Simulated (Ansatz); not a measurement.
For ScGeO (model structure, started from the ZrSiS type, P4/nmm, No. 129, 6 atoms in the cell), LDA (Ansatz, a first-principles code, plane waves, PAW) gives:

- equilibrium lattice constant a: 3.295 Å
- c axis length: 7.391 Å
- bulk modulus: 126 GPa
- cohesive energy: 6.46 eV/atom

Question: What does r²SCAN (Ansatz, PAW) give for the same quantities?

Answer: 
- lattice constant a: 3.347 Å (rises by 1.6 %)
- lattice parameter c: 7.527 Å (increases by 1.8 %)
- bulk modulus: 118 GPa (drops by 6.3 %)
- cohesive energy: 5.51 eV/atom (shrinks by 0.95 eV/atom)

Changes are worked out from the printed values.

Unless a cell is named, each level is at its own relaxed cell (LDA 13.38, r²SCAN 14.05 Å³/atom).

Caveats: the bulk modulus is −V dP/dV from two relaxed cells at ±2 % in volume (LDA, r²SCAN). Ansatz's density-functional and Hartree–Fock values are scalar-relativistic unless marked +SOC, with PAW data made under PBE.

A model structure was made by putting elements into a prototype or built by hand; it is no filed structure, need not be a known phase, and can be a saddle point held by its symmetry.
